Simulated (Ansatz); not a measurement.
An Ansatz (a first-principles code) run: C with a change (biaxial strain +1.25 %, plane normal [111], relaxed out of plane); r2SCAN/PAW in Ansatz, no SOC.

Input:

Ansatz 0.2 input:
```yaml
crystal:
  lattice:
    - [2.5489672519, 0, 0]
    - [1.274483626, 2.2074703936, 0]
    - [1.274483626, -0.7358234645, 2.0426818786]
  atoms:
    - { symbol: C, position: [0, 0, 0] }
    - { symbol: C, position: [0.5, 0.25, 0.75] }
basis: { ecutwfc: 500, ecutrho_ratio: 4, xc_grid: 4, fft_grid_basis: typed }
kpoints: { mp_grid: { grid: [16, 16, 16] } }
hamiltonian:
  xc: r2scan
  dispersion: none
  pseudopotentials: { kind: paw }
scf: { occupations: { method: fermi_dirac, width: 0.05 } }
relax: { f_tol: 0.005, max_steps: 50, cell: { stress_tol: 0.01, fix: [a, b, gamma] } }
output: { forces: true, stress: true }
checkpoint: { write: state.ck, write_every: 1000 }
```

Output (explanatory and most iteration lines left out):

```
Relaxation: its limit of steps is 50 (relax.max_steps)
Pseudopotential: C, paw, valence charge 4
Crystal: 2 atoms, lattice volume = 11.494 Å³
Basis set: ecut = 500 eV, 289 PW (Γ), exchange–correlation on 80×80×80 points (64 copies of the dense FFT grid, shifted against one another)
Bands: 8, of which v1, the nominal top of the filled ones, is band 4 counted from 1 (3 counted from 0)
Symmetry: 12 space group operations
Space group: R-3m (ITA 166), of the structure as read, at distance tolerance 2.3e-5 Å
k-points: 417 of 4096
Functional: x = r2scan, c = r2scan; τ floored in thin density (d = 2e-4 eV/Å³)
SCF iter   1: F=—  HF=-503.042214 eV  |F-HF|=—  |Δ(HF+E_count)|=         —  Δρ=8.89e-3  dr2=2.44e-3  dr2_τ=3.67e-1  ethr=1.77e-3  ⟨swp⟩=5.1  Hψ=22288  notcnv=0
SCF iter   2: F=—  HF=-503.096606 eV  |F-HF|=—  |Δ(HF+E_count)|=   5.44e-2  Δρ=5.56e-3  dr2=9.86e-4  dr2_τ=5.66e-5  ethr=3.05e-5  ⟨swp⟩=2.0  Hψ=10008  notcnv=0
SCF 1 converged in 6 iterations: F = -503.096664 eV  dr2 = 1.22e-9
relax step   1: F+E_penalty+E_count = -503.09666421 eV  Δ(F+E_penalty+E_count) = +0.000e0 eV  max|allowed force component| = 4.714e-2 eV/Å  Δτ_max = 0.0000 Å  P = -7.889 GPa  Ω = 11.494 Å³  fix = [a, b, gamma]  reactions: a -14.969, b -14.969 GPa  (6 SCF iters, dr2 threshold 1.00e-7 eV, accepted)
[... steps on the carried basis left out ...]
relax step   5: F+E_penalty+E_count = -503.09779589 eV  Δ(F+E_penalty+E_count) = -5.551e-7 eV  max|allowed force component| = 5.638e-6 eV/Å  Δτ_max = 0.0001 Å  P = -10.111 GPa  Ω = 11.552 Å³  energy of the carried Pulay correction = -2.604e-5 eV  fix = [a, b, gamma]  reactions: a -15.168, b -15.168 GPa  (3 SCF iters, dr2 threshold 2.52e-9 eV, accepted)
Crystal: 2 atoms, lattice volume = 11.552 Å³
SCF iter   1: F=—  HF=-503.097821 eV  |F-HF|=—  |Δ(HF+E_count)|=         —  Δρ=1.24e-5  dr2=1.42e-9  dr2_τ=3.91e-9  ethr=1.91e-8  ⟨swp⟩=3.1  Hψ=32705  notcnv=0
SCF iter   2: F=—  HF=-503.097821 eV  |F-HF|=—  |Δ(HF+E_count)|=   3.07e-7  Δρ=6.28e-6  dr2=3.61e-10  dr2_τ=3.91e-10  ethr=1.77e-11  ⟨swp⟩=2.3  Hψ=4962  notcnv=0
SCF 6 converged in 5 iterations: F = -503.097821 eV  dr2 = 1.19e-14
SCF converged after 5 iterations
Free energy (F): -503.097821 eV
Internal energy: -503.097821 eV  (E = F + TS)
E sigma→0 (E₀):  -503.097821 eV
Fermi energy:    15.092550 eV
--- Forces (eV/Å), atoms counted from 1 ---
  atom   1  C      0.00000000     0.00000000     0.00005132
  atom   2  C     -0.00000000    -0.00000000    -0.00005132
--- Stress (GPa, compression-positive) ---
      -15.171284      -0.000000       0.000000
       -0.000000     -15.171284       0.000000
        0.000000       0.000000       0.000901
  P = ⅓ Tr σ = -10.1139 GPa (-101.139 kbar)
--- Relaxed structure (5 steps of the walk, 5 accepted, 1 SCFs on fresh bases) ---
  cell:  # Å, volume = 11.5524 Å³
    - [2.5489672519230893, -2.886749342800066e-11, -4.1595080029422375e-11]
    - [1.2744836259865446, 2.2074703935655706, -3.880883663191069e-11]
    - [1.274483625986715, -0.7358234645243501, 2.0531183580365457]
  atoms:
    - { symbol: C, position: [0.00010965280872773852, -5.482640436386925e-5, -0.00016447921309160776] }
    - { symbol: C, position: [0.49989034719127245, 0.2500548264043638, 0.7501644792130914] }
```

Stability against distortions was not tested. The cell was made from C in the diamond structure (space group Fd-3m, No. 227) by this change: biaxial strain +1.25 %, plane normal [111], relaxed out of plane.
